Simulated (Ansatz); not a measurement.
Results of PBEsol in Ansatz (PAW) for Si (Cmcm, No. 63, 12 atoms in the cell; start mp-1095269; another form than the element's usual one).

Input file:

Ansatz 0.2 input:
```yaml
crystal:
  lattice:
    - [1.9114425643, -5.3486256511, 0.0]
    - [1.9114425643, 5.3486256511, 0.0]
    - [0.0, 0.0, 12.6537233373]
  atoms:
    - { symbol: Si, position: [0.7570373526, 0.2429626474, 0.4450884921] }
    - { symbol: Si, position: [0.2429626474, 0.7570373526, 0.5549115079] }
    - { symbol: Si, position: [0.2429626474, 0.7570373526, 0.9450884921] }
    - { symbol: Si, position: [0.7570373526, 0.2429626474, 0.0549115079] }
    - { symbol: Si, position: [0.4286932, 0.5713068, 0.6572179389] }
    - { symbol: Si, position: [0.5713068, 0.4286932, 0.3427820611] }
    - { symbol: Si, position: [0.5713068, 0.4286932, 0.1572179389] }
    - { symbol: Si, position: [0.4286932, 0.5713068, 0.8427820611] }
    - { symbol: Si, position: [0.9711889545, 0.0288110455, 0.4093742323] }
    - { symbol: Si, position: [0.0288110455, 0.9711889545, 0.5906257677] }
    - { symbol: Si, position: [0.0288110455, 0.9711889545, 0.9093742323] }
    - { symbol: Si, position: [0.9711889545, 0.0288110455, 0.0906257677] }
basis:
  ecutwfc: 520
  ecutrho_ratio: 4
  xc_grid: 2
kpoints:
  mp_grid: { grid: [10, 10, 4] }
  band_path:
    path:
      - [0.0, 0.0, 0.0]
      - [-0.1, 0.1, 0.0]
      - [-0.2, 0.2, 0.0]
      - [-0.3, 0.3, 0.0]
      - [-0.4, 0.4, 0.0]
      - [-0.5, 0.5, 0.0]
      - [-0.463655, 0.536345, 0.0]
      - [-0.427309, 0.572691, 0.0]
      - [-0.390964, 0.609036, 0.0]
      - [-0.354619, 0.645381, 0.0]
      - [-0.318274, 0.681726, 0.0]
      - [-0.281928, 0.718072, 0.0]
      - [0.281928, 0.281928, 0.0]
      - [0.250603, 0.250603, 0.0]
      - [0.219278, 0.219278, 0.0]
      - [0.187952, 0.187952, 0.0]
      - [0.156627, 0.156627, 0.0]
      - [0.125302, 0.125302, 0.0]
      - [0.093976, 0.093976, 0.0]
      - [0.062651, 0.062651, 0.0]
      - [0.031325, 0.031325, 0.0]
      - [0.0, 0.0, 0.5]
      - [0.031325, 0.031325, 0.5]
      - [0.062651, 0.062651, 0.5]
      - [0.093976, 0.093976, 0.5]
      - [0.125302, 0.125302, 0.5]
      - [0.156627, 0.156627, 0.5]
      - [0.187952, 0.187952, 0.5]
      - [0.219278, 0.219278, 0.5]
      - [0.250603, 0.250603, 0.5]
      - [0.281928, 0.281928, 0.5]
      - [-0.281928, 0.718072, 0.5]
      - [-0.318274, 0.681726, 0.5]
      - [-0.354619, 0.645381, 0.5]
      - [-0.390964, 0.609036, 0.5]
      - [-0.427309, 0.572691, 0.5]
      - [-0.463655, 0.536345, 0.5]
      - [-0.5, 0.5, 0.5]
      - [0.0, 0.0625, 0.0]
      - [0.0, 0.125, 0.0]
      - [0.0, 0.1875, 0.0]
      - [0.0, 0.25, 0.0]
      - [0.0, 0.3125, 0.0]
      - [0.0, 0.375, 0.0]
      - [0.0, 0.4375, 0.0]
      - [0.0, 0.5, 0.0]
      - [0.0, 0.5, 0.5]
      - [0.0, 0.4375, 0.5]
      - [0.0, 0.375, 0.5]
      - [0.0, 0.3125, 0.5]
      - [0.0, 0.25, 0.5]
      - [0.0, 0.1875, 0.5]
      - [0.0, 0.125, 0.5]
      - [0.0, 0.0625, 0.5]
      - [-0.1, 0.1, 0.5]
      - [-0.2, 0.2, 0.5]
      - [-0.3, 0.3, 0.5]
      - [-0.4, 0.4, 0.5]
    npoints: 1
hamiltonian:
  xc: pbesol
  dispersion: none
  pseudopotentials: { kind: paw }
scf:
  occupations: { method: fermi_dirac, width: 0.01 }
  convergence: { dr2_threshold: 0.0000000012 }
output:
  forces: true
  stress: true
  eigenvalues: true
  write_bands: true
```

The run printed, among other lines:

```
Crystal: 12 atoms, lattice volume = 258.733 Å³
Basis set: ecut = 520 eV, 6995 PW (Γ), exchange–correlation on 90×90×192 points (8 copies of the dense FFT grid, shifted against one another)
Bands: 36, of which v1, the nominal top of the filled ones, is band 24 counted from 1 (23 counted from 0)
Symmetry: 8 space group operations
Space group: Cmcm (ITA 63), of the structure as read, at distance tolerance 6.4e-5 Å
k-points: 93 of 400
Functional: x = pbesol(κ = 0.804, μ = 0.12345679012345678), c = pbesol(β = 0.046)
SCF iter   1: F=—  HF=-7456.800731 eV  |F-HF|=—  |Δ(HF+E_count)|=         —  Δρ=2.29e-3  dr2=1.54e-2
SCF iter   2: F=—  HF=-7456.800719 eV  |F-HF|=—  |Δ(HF+E_count)|=   1.16e-5  Δρ=1.25e-3  dr2=4.65e-3
  ...
SCF iter   7: F=—  HF=-7456.801292 eV  |F-HF|=—  |Δ(HF+E_count)|=   5.08e-7  Δρ=1.49e-6  dr2=1.01e-8
SCF iter   8: F=-7456.801292 eV  HF=-7456.801292 eV  |F-HF|=6.13e-10  |Δ(HF+E_count)|=   1.98e-8  Δρ=4.60e-7  dr2=8.73e-10
SCF 1 converged in 8 iterations: F = -7456.801292 eV  dr2 = 8.73e-10
SCF converged after 8 iterations
Free energy (F): -7456.801292 eV
Internal energy: -7456.801292 eV  (E = F + TS)
E sigma→0 (E₀):  -7456.801292 eV
Fermi energy:    5.699112 eV
--- Forces (eV/Å), atoms counted from 1 ---
  atom   1  Si     0.00000000    -0.00005511     0.00000978
  atom   2  Si    -0.00000000     0.00005511    -0.00000978
  atom   3  Si    -0.00000000     0.00005511     0.00000978
  atom   4  Si     0.00000000    -0.00005511    -0.00000978
  atom   5  Si    -0.00000000    -0.00007666    -0.00008637
  atom   6  Si     0.00000000     0.00007666     0.00008637
  atom   7  Si     0.00000000     0.00007666    -0.00008637
  atom   8  Si    -0.00000000    -0.00007666     0.00008637
  atom   9  Si     0.00000000    -0.00011496    -0.00015304
  atom  10  Si    -0.00000000     0.00011496     0.00015304
  atom  11  Si    -0.00000000     0.00011496    -0.00015304
  atom  12  Si     0.00000000    -0.00011496     0.00015304
--- Stress (GPa, compression-positive) ---
        0.002454      -0.000000       0.000000
       -0.000000      -0.000851      -0.000000
        0.000000      -0.000000       0.001439
  P = ⅓ Tr σ = 0.0010 GPa (0.010 kbar)
```

The PAW data were made under PBE.

A start named mp-… is a Materials Project structure, which need not be a measured phase.

Ansatz is a program for electronic structure.
